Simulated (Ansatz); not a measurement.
Consider SiC (space group P6_3mc, No. 186; a = 3.079 Å, c = 15.107 Å). Axes: x lies along a and z along c of the hexagonal cell.

The values are results of Ansatz (a quantum-chemistry and plane-wave program) PBEsol, no SOC, not measurements.

Modification: tensor shear ε_yz = +1.67 % (engineering shear γ = 0.0334); the atoms relax in the strained cell.

Problem. Estimate the effect on the stress.

Solution. The stress (xx, yy, zz, yz, xz, xy; compression positive) comes out as (0.10, -0.15, 0.15, -5.31, 0.00, 0.00) GPa.

Problem. Estimate the effect on the energy relative to the base.

Solution. The energy goes up by 5.7 meV/atom.

Problem. How does this affect the largest internal atomic displacement?

Solution. The largest internal atomic displacement comes out as 0.010 Å.

Stability against distortions was not tested.
